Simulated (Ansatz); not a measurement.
The parent structure is Pt in the fcc (Cu type) structure (space group Fm-3m, No. 225; a = 3.940 Å).

Structures relaxed with r2SCAN/PAW in Ansatz (a program for electronic structure), no spin-orbit coupling.

Base:

Simulated powder pattern, Cu Kα1, λ = 1.54056 Å (kinematic, ideal powder, no thermal factors, no anomalous dispersion; the 8 strongest lines at most, above 2 %, up to 2θ = 90°):

```tsv
2θ (°)	I/Imax (%)	hkl
39.58	100	(111)
46.03	49	(200)
67.14	33	(220)
80.84	40	(311)
85.25	12	(222)
```

After one change:

Simulated powder pattern, Cu Kα1, λ = 1.54056 Å (kinematic, ideal powder, no thermal factors, no anomalous dispersion; the 8 strongest lines at most, above 2 %, up to 2θ = 90°):

```
2θ (°)  I/Imax (%)
------  ----------
39.97          100
40.16           49
40.26           49
46.60           65
46.69           32
68.03           21
68.16           21
82.30           19
```

Which change produced these results?
A. x(Ir) = 0.5, 4 atoms, C2/m
B. x(Ir) = 0.75, 4 atoms, Cmmm
C. x(Ir) = 0.333, 3 atoms, I4/mmm
D. x(Ir) = 0.5, 4 atoms, Pmmn

A, x(Ir) = 0.5, 4 atoms, C2/m. Its volume per atom is 14.74 Å³ against 15.29 Å³, and its space group is C2/m (No. 12).

These are small ordered cells, not random alloys; other orderings at the same x differ. Whether these cells are dynamically stable was not tested. The final runs are not spin-polarised. An odd electron count without spin: Ir3Pt and IrPt2. IrPt2 has a high density of states at the Fermi level and may be magnetic at this level.
